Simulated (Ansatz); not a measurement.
C on the N site in beta Si3N4 (start: the N(1,3-fold) site; 84-site cell, 2×2×2 shifted sampling). All values below come from PBE, PAW (plane waves to 420 eV; Ansatz, a first-principles code). Total energies of the localised charge states, counted from that of charge +1, and their image corrections (point charge with alignment); the host's valence-band maximum lies at 8.028 eV on the cells' energy zero and its gap is 4.25 eV.

```
charge         moment (μB)  E − E(first) (eV)  correction (eV)
------  ------------------  -----------------  ---------------
+1      not spin-polarised              0.000            0.203
0                      1.0              8.502            0.000
−1      not spin-polarised             17.832            0.222
```

Task: Derive the transition levels above the valence-band maximum and say which of them are thermodynamic.

Result: A level is the Fermi energy at which two charges have equal formation energy: ε(q/q′) = [E(q′) + corr(q′) − E(q) − corr(q)] / (q − q′) − E_VBM.
ε(+1/0) = [(8.502 + 0.000) − (0.000 + 0.203)] / 1 − 8.028 = 0.27 eV
ε(0/−1) = [(17.832 + 0.222) − (8.502 + 0.000)] / 1 − 8.028 = 1.52 eV
Thermodynamic levels at least 0.1 eV inside the gap: (+1/0) at 0.27 eV; (0/−1) at 1.52 eV. They hold to tenths of an eV in this cell. Only the charges listed were compared. Flagged in the runs: a host whose relaxation on this sampling wasn't shown to rest.
